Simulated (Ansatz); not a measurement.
The parent structure is AgF in the zinc blende structure (space group F-43m, No. 216; a hypothetical phase, not in the database extracts checked).

```
CELL_PARAMETERS angstrom
      0.00000     2.66055     2.66055
      2.66055     0.00000     2.66055
      2.66055     2.66055     0.00000
ATOMIC_POSITIONS crystal
  F  0.75000 0.75000 0.75000
  Ag 0.00000 0.00000 0.00000
```

Level of theory: PBEsol (Ansatz, a first-principles code; PAW; 420 eV plane waves; no spin-orbit coupling).

For the base:

The lattice parameter a is 5.321 Å.

It is then changed as follows: a hydrostatic pressure of 1.8 GPa.

Task: What happens to the lattice parameter a?

Result: The lattice parameter a decreases by 0.0605 Å, from 5.321 Å to 5.261 Å.

Load acts through the strain it causes; cell and atoms are relaxed under it. Whether these cells are dynamically stable was not tested. No Hubbard U is applied, and correlation can decide whether such a compound is a metal. The final runs are not spin-polarised.
